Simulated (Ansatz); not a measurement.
The parent structure is ZrSi2 (space group Cmcm, No. 63).

```xyz
6
Lattice="1.8443 -7.4292 0.0000 1.8443 7.4292 0.0000 0.0000 0.0000 3.6668" Properties=species:S:1:pos:R:3 pbc="T T T"
Si     1.8443    -6.6606     2.7501
Si     1.8443     6.6606     0.9167
Si     1.8443     3.7175     2.7501
Si     1.8443    -3.7175     0.9167
Zr     1.8443    -1.5726     2.7501
Zr     1.8443     1.5726     0.9167
```

All numbers come from r2SCAN in Ansatz (plane waves to 500 eV, PAW, no spin-orbit coupling).

One change was made to it. Results:

The volume per atom falls by 0.264 Å³, from 16.75 Å³ to 16.48 Å³; the band gap remains zero.

### Question
Which change produced these results?
A) pressure 9 GPa
B) pressure 2.1 GPa
C) pressure 0.9 GPa

### Answer
B, pressure 2.1 GPa. For comparison, the volume per atom in the other runs: pressure 0.9 GPa gives 16.63 Å³; pressure 9 GPa gives 15.74 Å³.

Load acts through the strain it causes; cell and atoms are relaxed under it. Stability against distortions was not tested. Competing high-pressure phases were not computed. All final runs are without spin polarisation.

Ansatz is a first-principles code.
